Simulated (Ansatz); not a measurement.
System: cubic perovskite CaTiO3 (cubic high-temperature phase). Method: PBEsol (plane waves, PAW; Ansatz, a program for electronic structure).

Numerical settings: plane-wave cutoff 500 eV, 10×10×10 k mesh, Fermi–Dirac smearing 0.05 eV, no spin polarisation, scalar-relativistic PAW data made under PBE.

Cell (relaxed at this level):

CaTiO3 is modelled in the cubic space group Pm-3m (No. 221), the cubic perovskite structure, Pearson symbol cP5. Conventional cell: a = b = c = 3.841 Å, α = β = γ = 90.00°. Ca on 1b is coordinated by 12 O at 2.716 Å (cuboctahedral). Ti on 1a sees 6 O at 1.921 Å (octahedral). O on 3d is surrounded by 2 Ti at 1.921 Å and 4 Ca at 2.716 Å (octahedral). (Neighbours: up to the widest gap in distance over summed covalent radii, below 1.35, at either atom; cation-cation and far metal-metal contacts left out.)

**Question.** Give the computed band gap.

**Answer.** 
- band gap: 1.89 eV (on the SCF k mesh)

Note: the relaxation could not lower the start's symmetry, so the cell can be a saddle point above a distorted one.

Computed values are for the static lattice.
